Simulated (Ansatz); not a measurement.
Consider TiS2 in the CdI2 type structure (space group P-3m1, No. 164; a = 3.361 Å, c = 5.522 Å; layered, stacked along the Cartesian z axis).

Computed with plane-wave PAW DFT at the PBE-D3(BJ) level (Ansatz, a first-principles code, 420 eV), scalar-relativistic without spin-orbit coupling.

For the base:

- In-plane lattice parameter a: 3.361 Å
- Shortest interatomic distance: 2.409 Å

Modification: a free-standing slab of 2 layers (6 atoms, 3 a layer) is cut normal to the stacking axis, with 15 Å of vacuum and the in-plane cell relaxed.

Problem. Predict the new excess energy per area of both faces.

Solution. The excess energy per area of both faces (slab less bulk energy over the cell's area: twice a surface energy) comes out as 0.6 J/m² (uncertain by up to 0.10 J/m²).

Problem. Estimate the effect on the thickness between the outermost nuclei.

Solution. The thickness between the outermost nuclei comes out as 8.44 Å.

Problem. Estimate the effect on the in-plane lattice parameter a.

Solution. The in-plane lattice parameter a goes up by 0.005 Å, from 3.361 Å to 3.366 Å.

Problem. What does the calculation give for the shortest interatomic distance after the change?

Solution. The shortest interatomic distance hardly moves (2.409 Å against 2.410 Å).

Slab and bulk use different k-meshes, which limits the precision of the excess energy. No phonon test of stability was made. The base started in P3m1 and relaxed to P-3m1 at this level. The final runs are not spin-polarised.
